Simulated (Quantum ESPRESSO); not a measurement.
**A series of runs on ZrTiTe₄ (P2/m, 6 atoms in the cell)**

```
CELL_PARAMETERS angstrom
      6.76063     0.00000     0.00000
      0.00000     3.90643     0.00000
     -0.01396     0.00000     6.83630
ATOMIC_POSITIONS crystal
  Zr 0.50000 0.50000 0.00000
  Ti 0.00000 0.00000 0.00000
  Te 0.84443 0.50000 0.24704
  Te 0.15557 0.50000 0.75296
  Te 0.32374 0.00000 0.25562
  Te 0.67626 0.00000 0.74438
```

Base run A: PBEsol, SSSP 1.1.2 efficiency (PBE) pseudopotentials (Quantum ESPRESSO), self-consistent single point.

Its settings: ecutwfc = 50 Ry; ecutrho = 400 Ry; occupations = smearing; smearing = cold; degauss = 0.0099958 Ry; input_dft = pbesol; potentials = {Zr: Zr_pbe_v1.uspp.F.UPF, Ti: ti_pbe_v1.4.uspp.F.UPF, Te: Te_pbe_v1.uspp.F.UPF}; K_POINTS = automatic 3 5 3 0 0 0; conv_thr = 1e-09 Ry; mixing_beta = 0.3.

The starting cell comes from a database of computed structures (which also holds hypothetical and non-ambient phases and stackings), without a prior relaxation at this level. Its lattice was rescaled by a random factor within 2.5 % of one. Spin polarisation is off, so a magnetic state, if there is one, cannot be reached.

ΔF is the free energy per atom less that of run A. 

```csv
run,change,ΔF (meV/atom),pressure (GPa),largest force (eV/Å),iterations
A,base,0.00,-1.98,0.160,33
B,nosym: default → true,0.00,-1.98,0.160,34
C,nosym: default → true; noinv: default → true,0.00,-1.98,0.160,35
D,force_symmorphic: default → true,0.00,-1.98,0.160,33
E,use_all_frac: default → true,0.00,-1.98,0.160,33
```

Runs B, C, D, E reached the same state as A (within 1 meV/atom).
